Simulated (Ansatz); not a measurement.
CdO with two functionals

Base system: CdO in the rock salt structure (space group Fm-3m, No. 225; a = 4.768 Å).

(Cell as relaxed with PBE.)

Levels (all Ansatz, an electronic-structure program, PAW, earlier PAW set): PBE (420 eV, no SOC); PBEsol (420 eV, no SOC).

Each level relaxes its own structure.

| quantity | PBE | PBEsol |
|---|---|---|
| volume per atom | 13.55 Å³ | … |
| lattice parameter a | 4.768 Å | … |
| band gap | zero | … |

Question: What does PBEsol give?

Answer: 
- volume per atom, PBEsol: 12.90 Å³
- lattice parameter a, PBEsol: 4.691 Å
- band gap, PBEsol: zero

PBE's volume per atom lies 0.65 Å³ above PBEsol's (5.0 %); PBE's lattice parameter a lies 0.077 Å above PBEsol's (1.7 %); the two agree on the band gap. Neither level is exact; PBEsol is the comparison here, not a measurement.

Whether these cells are dynamically stable was not tested. All final runs are without spin polarisation. The zero or small gap of CdO can change with the level of theory.
